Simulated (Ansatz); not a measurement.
Take Mg2Ge in the anti-fluorite structure (space group Fm-3m, No. 225; a = 6.286 Å) as the base. Axes: x, y, z lie along the cube axes.

Computed with Kohn–Sham DFT with the LDA functional, run in Ansatz (a program for electronic structure) with PAW and 420 eV plane waves, no spin-orbit coupling.

Strains are applied to the cell and any free atomic positions relax; under biaxial strain the out-of-plane vector relaxes too.

One change was made to it. Results:

| quantity | base | after |
|---|---|---|
| pressure (mean of the normal stresses, compression positive) | 0.0 GPa | 0.9 GPa |
| band gap | 0.10 eV | zero |
| energy relative to the base (free energy F) | 0 meV/atom | +1.8 meV/atom |
| shortest interatomic distance | 2.722 Å | 2.708 Å |

### Question
What was done to the base?
(A) biaxial strain +0.50 %, plane normal [001], relaxed out of plane
(B) biaxial strain −1.50 %, plane normal [001], relaxed out of plane
(C) biaxial strain −1.00 %, plane normal [001], relaxed out of plane

### Answer
C, biaxial strain −1.00 %, plane normal [001], relaxed out of plane. For comparison, the energy relative to the base in the other runs: biaxial strain +0.50 %, plane normal [001], relaxed out of plane gives +0.4 meV/atom; biaxial strain −1.50 %, plane normal [001], relaxed out of plane gives +4.0 meV/atom.

Whether these cells are dynamically stable was not tested. All final runs are without spin polarisation. Gaps under 0.05 eV, about the width of the smearing, are given as zero. A zero or small gap of Mg2Ge can be the functional's error rather than a property of the material.
